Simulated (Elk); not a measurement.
# Elk run on AlInAg2Se4 (I-4, 8 atoms in the cell): self-consistent single point

Computed with LDA (PW92), all-electron FP-LAPW, Elk's shipped species files, APW+lo basis with extra local orbitals run with Elk.

Input:

```
tasks
  0

xctype
  3

tforce
  .true.

rgkmax
  8.0

gmaxvr
  18.0

lmaxapw
  10

lmaxo
  8

nxlo
  2

lorbcnd
  .true.

lradstp
  2

nrmtscf
  2.0

rmtscf
  0.94

lmaxi
  4

stype
  3

swidth
  0.00183747

scale
  13.67738894

avec
   -0.4226741325    0.4226741325    0.8016814551
    0.4226741325   -0.4226741325    0.8016814551
    0.4226741325    0.4226741325   -0.8016814551

atoms
  4   : nspecies
  'Al.in'   : spfname
  1   : natoms; atposl, bfcmt below
  0.2500000000  0.7500000000  0.5000000000    0.0 0.0 0.0
  'In.in'   : spfname
  1   : natoms; atposl, bfcmt below
  0.0000000000  0.0000000000  0.0000000000    0.0 0.0 0.0
  'Ag.in'   : spfname
  2   : natoms; atposl, bfcmt below
  0.7500000000  0.2500000000  0.5000000000    0.0 0.0 0.0
  0.5000000000  0.5000000000  0.0000000000    0.0 0.0 0.0
  'Se.in'   : spfname
  4   : natoms; atposl, bfcmt below
  0.6017700000  0.6375000000  0.5041500000    0.0 0.0 0.0
  0.3625000000  0.8666500000  0.9642700000    0.0 0.0 0.0
  0.1333500000  0.0976200000  0.4958500000    0.0 0.0 0.0
  0.9023800000  0.3982300000  0.0357300000    0.0 0.0 0.0

ngridk
  3 3 3
```

Output (repeated stretches shortened):

```
│ Elk code version 10.2.4 │

All units are atomic (Hartree, Bohr, etc.)

│ Ground-state run starting from atomic densities │

Lattice vectors :
  -5.781078505       5.781078505       10.96490907
   5.781078505      -5.781078505       10.96490907
   5.781078505       5.781078505      -10.96490907

Unit cell volume      :    1465.827144
Brillouin zone volume :   0.1692220085

Muffin-tin inner radius fraction :   0.1000000000E-01

Nuclei treated as point charges

Species :    1 (Al)
 parameters loaded from : Al.in
 name : aluminium
 nuclear charge    :   -13.00000000
 electronic charge :    13.00000000
 atomic mass :    49184.33492
 muffin-tin radius :    2.068000000
 number of radial points in muffin-tin :    799
 atomic positions (lattice), magnetic fields (Cartesian) :
   1 :   0.00000000  0.00000000  0.00000000    0.00000000  0.00000000  0.00000000

Species :    2 (In)
 parameters loaded from : In.in
 name : indium
 nuclear charge    :   -49.00000000
 electronic charge :    49.00000000
 atomic mass :    209300.4100
 muffin-tin radius :    2.444000000
 number of radial points in muffin-tin :   1199
 atomic positions (lattice), magnetic fields (Cartesian) :
   1 :   0.75000000  0.25000000  0.50000000    0.00000000  0.00000000  0.00000000

Species :    3 (Ag)
 parameters loaded from : Ag.in
 name : silver
 nuclear charge    :   -47.00000000
 electronic charge :    47.00000000
 atomic mass :    196631.6997
 muffin-tin radius :    2.444000000
 number of radial points in muffin-tin :   1199
 atomic positions (lattice), magnetic fields (Cartesian) :
   1 :   0.50000000  0.50000000  0.00000000    0.00000000  0.00000000  0.00000000
   2 :   0.25000000  0.75000000  0.50000000    0.00000000  0.00000000  0.00000000

Species :    4 (Se)
 parameters loaded from : Se.in
 name : selenium
 nuclear charge    :   -34.00000000
 electronic charge :    34.00000000
 atomic mass :    143935.2748
 muffin-tin radius :    2.256000000
   [... lines left out ...]
 potential will be trimmed for |G| > 2 gkmax
Constant for pseudocharge density :   11
Radial integration step length :    2

G-vector grid sizes :     80    80    80
Number of G-vectors :   144131

Maximum angular momentum used for
 APW functions                      :   10
 outer part of muffin-tin           :    8
 inner part of muffin-tin           :    4

Total nuclear charge    :   -292.0000000
Total core charge       :    162.0000000
Total valence charge    :    130.0000000
Total excess charge     :    0.000000000
Total electronic charge :    292.0000000

Effective Wigner radius, rₛ :    1.062193810

Number of empty states         :   32
Total number of valence states :   97
Total number of core states    :  162

Conduction state local-orbitals added automatically
Total number of local-orbitals :  892

Exchange-correlation functional :      3     0     0
 Perdew-Wang/Ceperley-Alder, Phys. Rev. B 45, 13244 (1992)
 gradient requirement :    0
 local density approximation (LDA)

Smearing type :    3
 Fermi-Dirac
Smearing width :   0.1837470000E-02
Effective electronic temperature (K) :    580.2271348

Mixing type :    3
 Broyden mixing, J. Phys. A: Math. Gen. 17, L317 (1984)

Kohn-Sham potential initialised from atomic data
│ Self-consistent loop started │
│ Loop number : 1 │
 total energy                :     -26466.1647282
│ Loop number : 2 │
 total energy                :     -26466.7738341
RMS change in Kohn-Sham potential (target) :   0.7765872655E-01 (  0.1000000000E-05)
Absolute change in total energy (target)   :   0.6091059535     (  0.1000000000E-03)
│ Loop number : 3 │
 total energy                :     -26466.6338750
RMS change in Kohn-Sham potential (target) :   0.7727506963E-01 (  0.1000000000E-05)
Absolute change in total energy (target)   :   0.1231740136E-01 (  0.1000000000E-03)
│ Loop number : 4 │
 total energy                :     -26462.4444600
RMS change in Kohn-Sham potential (target) :   0.6074088869E-01 (  0.1000000000E-05)
Absolute change in total energy (target)   :    4.186335686     (  0.1000000000E-03)
│ Loop number : 5 │
 total energy                :     -26458.0040345
RMS change in Kohn-Sham potential (target) :   0.2786338831E-01 (  0.1000000000E-05)
Absolute change in total energy (target)   :    5.487009459     (  0.1000000000E-03)
   [... lines left out ...]
Absolute change in total energy (target)   :   0.5743553384E-01 (  0.1000000000E-03)
│ Loop number : 14 │
 total energy                :     -26453.3756445
RMS change in Kohn-Sham potential (target) :   0.1082566720E-04 (  0.1000000000E-05)
Absolute change in total energy (target)   :   0.1363873347E-01 (  0.1000000000E-03)
│ Loop number : 15 │
 total energy                :     -26453.3753054
RMS change in Kohn-Sham potential (target) :   0.6369980348E-05 (  0.1000000000E-05)
Absolute change in total energy (target)   :   0.3748721079E-02 (  0.1000000000E-03)
│ Loop number : 16 │
 total energy                :     -26453.3759251
RMS change in Kohn-Sham potential (target) :   0.1714123115E-05 (  0.1000000000E-05)
Absolute change in total energy (target)   :   0.3175376187E-03 (  0.1000000000E-03)
│ Loop number : 17 │
 total energy                :     -26453.3760680
RMS change in Kohn-Sham potential (target) :   0.5146161338E-06 (  0.1000000000E-05)
Absolute change in total energy (target)   :   0.6352873970E-04 (  0.1000000000E-03)
Convergence targets achieved

│ Loop number : 18 │

Energies :
 Fermi                       :     0.124149080929
 sum of eigenvalues          :     -15667.2695096
 electron kinetic            :      27465.1045468
 core electron kinetic       :      25960.0097203
 Coulomb                     :     -53117.6007910
 Coulomb potential           :     -42070.9355211
 nuclear-nuclear             :     -2311.73364934
 electron-nuclear            :     -59540.7987621
 Hartree                     :      8734.93162049
 Madelung                    :     -32082.1330304
 xc potential                :     -1061.43853529
 exchange                    :     -773.963500251
 correlation                 :     -26.9163289960
 electron entropic           :    -0.102202337370E-03
 total energy                :     -26453.3761756

Density of states at Fermi energy :    6.671624652
 (states/Hartree/unit cell)

Estimated indirect band gap :   0.9613786281E-02
 from k-point      1 to k-point      1
Estimated direct band gap   :   0.9613786281E-02
 at k-point      1

Charges :
 core                        :    162.0000000
 valence                     :    130.0000000
 interstitial                :    14.55745704
 muffin-tins (core leakage)
  species :    1 (Al)
   atom    1                 :    10.97166763     (  0.9840436031E-03)
  species :    2 (In)
   atom    1                 :    46.98599173     (  0.3177290070E-03)
  species :    3 (Ag)
   atom    1                 :    45.56219900     (  0.6387143259E-08)
   atom    2                 :    45.57243412     (  0.6412044229E-08)
  species :    4 (Se)
   atom    1                 :    32.08756262     (  0.1536376122E-03)
   atom    2                 :    32.08756262     (  0.1536376122E-03)
   atom    3                 :    32.08756262     (  0.1536376122E-03)
   atom    4                 :    32.08756262     (  0.1536376122E-03)
 total in muffin-tins        :    277.4425430
 total calculated charge     :    291.9979967
 total charge                :    292.0000000
 error                       :   0.2003320571E-02

│ Self-consistent loop stopped │

Forces :
 species :    1 (Al)
  atom :    1
   [... lines left out ...]
  atom :    2
   Hellmann-Feynman          :     0.00000000   -0.00000000    0.00000000
   IBS                       :     0.00000000    0.00000000    0.00000000
   total force               :     0.00000000    0.00000000    0.00000000
   total magnitude           :     0.00000000
 species :    4 (Se)
  atom :    1
   Hellmann-Feynman          :    -0.18660710   -0.03658238   -0.04612805
   IBS                       :     0.18462730    0.03822420    0.04793465
   total force               :    -0.00197980    0.00164182    0.00180660
   total magnitude           :     0.00314309
  atom :    2
   Hellmann-Feynman          :    -0.03658238    0.18660710    0.04612805
   IBS                       :     0.03822420   -0.18462730   -0.04793465
   total force               :     0.00164182    0.00197980   -0.00180660
   total magnitude           :     0.00314309
  atom :    3
   Hellmann-Feynman          :     0.18660710    0.03658238   -0.04612805
   IBS                       :    -0.18462730   -0.03822420    0.04793465
   total force               :     0.00197980   -0.00164182    0.00180660
   total magnitude           :     0.00314309
  atom :    4
   Hellmann-Feynman          :     0.03658238   -0.18660710    0.04612805
   IBS                       :    -0.03822420    0.18462730   -0.04793465
   total force               :    -0.00164182   -0.00197980   -0.00180660
   total magnitude           :     0.00314309
```

The run converged in 18 iterations. The count includes the last loop, which Elk runs after its targets are met.

The starting cell comes from a database of computed structures (which also holds hypothetical and non-ambient phases and stackings), without a prior relaxation at this level. Values depend on the basis (sphere radii, cutoffs, local orbitals), which need not be converged.

Cost on one core of a shared machine: roughly 10 min.
